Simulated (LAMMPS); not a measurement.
Surface tension of liquid C over temperature.

Level of theory: classical MD, pair style meam, file SiC.meam, run in LAMMPS.

| T (K) | surface tension | excess energy |
|---|---|---|
| 4000 | 2.43 ± 0.06 N/m | 4.4 J/m² |
| 4600 | 2.0 ± 0.1 N/m | 4.2 J/m² |
| 5400 | 1.66 ± 0.06 N/m | 4.4 J/m² |

Caution: the potential MEAM SiC.meam is made for SiC, not for the elements.

Caution: at ambient pressure real C sublimes or decomposes before or as it melts, so this liquid is the model's.

Errors shown are sampling errors alone.
